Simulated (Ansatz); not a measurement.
**Step by step: formation energy of Bi2Se3 (R-3m) from the elements**

We look at the formation energy of Bi2Se3 (R-3m) from the elements. Reaction: 3 Se (P3₁21) + 2 Bi (R-3m) → Bi2Se3 (R-3m). Negative: the products are lower in energy. The value is per atom of the solid.

Bi2Se3 (R-3m), 5 atoms in the cell. Conventional cell: a = b = 4.1429 Å, c = 28.4442 Å, α = β = 90.00°, γ = 120.00°.

Method: Ansatz (a first-principles code), PAW, neutral cells at 0 K with nuclei at rest, on structures from PBE+D3(BJ). Ansatz runs with its default PAW set. Other levels take these structures. The lattices are those relaxed with PBE+D3(BJ), so at other levels the solids can be strained, which adds to the spread. The runs are scalar-relativistic, without spin-orbit coupling.

Total energies of the cells in eV, at zero smearing width. They compare only within one column; the weights balance every element.

```json
[
 {"cell": "Bi2Se3 (R-3m)", "atoms": "5", "weight": "+1", "r2SCAN+D4": "-41259.33343", "RPBE": "-41251.34767"},
 {"cell": "Se (P3₁21)", "atoms": "3", "weight": "−1", "r2SCAN+D4": "-16434.67718", "RPBE": "-16425.12624"},
 {"cell": "Bi (R-3m)", "atoms": "2", "weight": "−1", "r2SCAN+D4": "-24822.39854", "RPBE": "-24824.16668"}
]
```

r2SCAN+D4: (-41259.33343) − (-16434.67718) − (-24822.39854) = -2.258 eV; dividing by 5 atoms gives -0.45 eV/atom.

RPBE: (-41251.34767) − (-16425.12624) − (-24824.16668) = -2.055 eV; dividing by 5 atoms gives -0.41 eV/atom.

What follows from the r2SCAN+D4 value: A formula unit of Bi2Se3 has 5 atoms, so it forms with -0.4515 × 5 = -2.258 eV, or -217.9 kJ/mol at 96.485 kJ/mol per eV.
